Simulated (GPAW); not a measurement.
Band structure of TiN (Fm-3m, 2 atoms in the cell).

```
TiN
1.0
    0.00000     2.14141     2.14141
    2.14141     0.00000     2.14141
    2.14141     2.14141     0.00000
Ti N
1 1
Direct
  0.00000   0.00000   0.00000
  0.50000   0.50000   0.50000
```

Method: PBE, GPAW PAW datasets PBE (gpaw-data 1.0.1) (plane waves; GPAW).

Settings: mode = pw; ecut = 950 eV; xc = PBE; kpts = 17 17 17; mesh shift (steps) = 0 0 0; occupations.name = fermi-dirac; occupations.width = 0.05 eV; nbands = -6; convergence.forces = 0.001 eV/Å; symmetry.symmorphic = false; symmetry.tolerance = 0.0005; maxiter = 120; bandpath_npoints = 40.

The starting cell comes from a database of computed structures (which also holds hypothetical and non-ambient phases and stackings), without a prior relaxation at this level. Its lattice was rescaled by a random factor within 2.5 % of one. Spin polarisation is off; with an odd number of electrons in the cell that forces a metal, and a magnetic state may lie lower.

Levels in eV from the Fermi level, bands 5 to 12:
```csv
point,5,6,7,8,9,10,11,12
Γ,-16.92,-2.02,-2.02,-2.02,-0.59,-0.59,-0.59,0.55
X,-15.52,-5.77,-3.20,-3.20,-2.94,1.57,2.28,2.28
W,-15.10,-5.39,-5.39,-5.25,0.88,0.88,2.29,2.95
K,-15.14,-5.70,-5.64,-4.37,-0.45,1.90,2.21,3.40
L,-14.59,-7.90,-5.33,-5.33,1.61,1.61,2.25,5.51
U,-15.14,-5.70,-5.64,-4.37,-0.45,1.90,2.21,3.40
```

Bands cross the Fermi level along this path, so the cell is metallic at this level.
